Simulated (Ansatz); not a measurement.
HfO₂ (P4₂/mnm, No. 136, 6 atoms in the cell; start mp-776532; a measured phase of this formula has another space group) was calculated with r²SCAN (Ansatz, a quantum-chemistry and plane-wave program, PAW).

Settings: plane-wave cutoff 600 eV, 8×8×12 k mesh (along the axes of the cell as run), scalar-relativistic PAW data made under PBE.

Cell (relaxed at this level):

Space group P4₂/mnm (No. 136); a = 4.8381 Å, b = 4.8381 Å, c = 3.2202 Å, α = 90.00°, β = 90.00°, γ = 90.00°

| atom | site | symmetry | x | y | z |
|---|---|---|---|---|---|
| Hf | 2a | m.mm | 0.0000 | 0.0000 | 0.0000 |
| O | 4f | m.2m | 0.3051 | 0.3051 | 0.0000 |

Task: Estimate the Voigt–Reuss–Hill bulk modulus, polycrystal shear modulus (Hill average), Young modulus and Poisson ratio that the calculation returns.

Result: 
Voigt–Reuss–Hill bulk modulus: 227 GPa
polycrystal shear modulus (Hill average): 109 GPa
Young modulus: 281 GPa
Poisson ratio: 0.294

Note: the relaxation could not lower the start's symmetry, so the cell can be a saddle point above a distorted one.

Elastic constants are with the ions relaxed.

Spin–orbit coupling is not included.

The computed numbers hold no vibrational or temperature effects.

The result took around 80 core-minutes (rough).

A start named mp-… is a Materials Project structure, which need not be a measured phase.
